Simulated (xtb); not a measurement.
xtb 6.7.1, GFN2-xTB: O=C1[CH]CCCC1, charge 0, multiplicity 2, 16 atoms. The geometry is a generated start, not checked to be a minimum at this level.

* **run flags**: --grad
* **method**: GFN2-xTB
* **--acc**: 1 (default)
* **--etemp (K)**: 300 (default)
* **basis functions**: 37
* **valence electrons**: 39

```xyz
16

O     -2.3691     1.3859    -0.7129
C     -1.3285     0.8099    -0.3872
C     -0.0879     1.4966    -0.3177
C      1.1995     0.8900     0.0620
C      1.0608    -0.5160     0.6391
C      0.0423    -1.3070    -0.1732
C     -1.3320    -0.6655    -0.0319
H     -0.0912     2.5374    -0.6082
H      1.7228     1.5513     0.7625
H      1.8346     0.8590    -0.8353
H      0.7225    -0.4540     1.6754
H      2.0303    -1.0160     0.6331
H      0.0038    -2.3420     0.1720
H      0.3396    -1.3145    -1.2245
H     -2.0724    -1.1669    -0.6566
H     -1.6751    -0.7481     1.0034
```

Charge 0 and multiplicity 2 are set for this test and not shown to be the ground state. GFN-xTB has no spin term: --uhf 1 sets the occupations alone.

One run each on 1 thread. Values of broydamp tried: 0.02, 0.05, 0.1, 0.2, 0.4 (default), 0.6, 0.8, 1.

Question: How does the count of SCC iterations change with broydamp, and where is it least?

Answer: Fewest SCC iterations: 0.4 (default) with 11. The count rises to 24 at 0.02. All converge to one solution.

```
broydamp       SCC iterations            end
-------------  --------------  -------------
0.02                       24  same solution
0.05                       17  same solution
0.1                        15  same solution
0.2                        13  same solution
0.4 (default)              11  same solution
0.6                        13  same solution
0.8                        14  same solution
1                          13  same solution
```
